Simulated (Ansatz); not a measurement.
A computed series for MgS: response to strain

The reference is MgS in the rock salt structure (space group Fm-3m, No. 225; a = 5.1292 Å). Axes: x, y, z lie along the cube axes.

Strains are applied to the cell and any free atomic positions relax; under biaxial strain the out-of-plane vector relaxes too.

All numbers come from LDA, PAW, 420 eV (Ansatz, a first-principles code; spin-orbit coupling left out).

```csv
"biaxial strain, plane normal [111], relaxed out of plane (%)",out-of-plane strain (%)
0,0.00
0.42,-0.24
0.83,-0.47
1.25,-0.71
1.67,?
2.08,-1.18
2.5,-1.41
```

Q: Fit ε⊥ = −νε + γε² (strains in %) to the rows shown and predict the withheld row.

A: Least squares on the printed values gives ν = 0.57 (the biaxial Poisson response) and γ = 0.003 (largest residual 0.00 %); this predicts -0.95 %, and the run gives -0.95 %, in agreement.

No phonon test of stability was made.
